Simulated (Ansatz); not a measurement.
NiGe₂ (Cmce, No. 64, 12 atoms in the cell; start mp-29900)

The numbers are results of PBEsol (plane waves, PAW; Ansatz, a first-principles code), not measurements.

Numerical settings: plane-wave cutoff 500 eV, 8×8×8 k mesh, Fermi–Dirac smearing 0.05 eV, no spin polarisation, scalar-relativistic PAW data made under PBE.

Cell (relaxed at this level):

Space group Cmce (No. 64); a = 10.7459 Å, b = 5.7219 Å, c = 5.7171 Å, α = β = γ = 90.00°

| atom | site | symmetry | x | y | z |
|---|---|---|---|---|---|
| Ni | 8d | 2.. | 0.1156 | 0.0000 | 0.0000 |
| Ge | 8f | m.. | 0.0000 | 0.3451 | 0.1565 |
| Ge | 8e | .2. | 0.2500 | 0.2508 | 0.2500 |
(The calculation used a cell of 12 atoms; values per cell refer to that cell.)

```json
{
  "band_gap": "none"
}
```

Note: the relaxation could not lower the start's symmetry, so the cell can be a saddle point above a distorted one.

Spin–orbit coupling is not included.

Computed values are for the static lattice.

A start named mp-… is a Materials Project structure, which need not be a measured phase.
